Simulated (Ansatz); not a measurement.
For CsCl-type PdIn, RPBE in Ansatz (PAW) gives:

* **lattice constant a**: 3.340 Å
* **bulk modulus B0**: 95.1 GPa

**Question.** What does r²SCAN+SOC (Ansatz, a first-principles code, plane waves, PAW) give for the same quantities?

**Answer.** 
- lattice constant a: 3.266 Å (shrinks by 2.2 %)
- bulk modulus: 133 GPa (goes up by 40 %)

Changes are worked out from the printed values.

Unless a cell is named, each level is at its own relaxed cell (RPBE 18.63, r²SCAN+SOC 17.43 Å³/atom).

The crystal itself was run without spin with RPBE; a magnetic state was not tried in these runs.

Ansatz's density-functional and Hartree–Fock values are scalar-relativistic unless marked +SOC, with PAW data made under PBE.
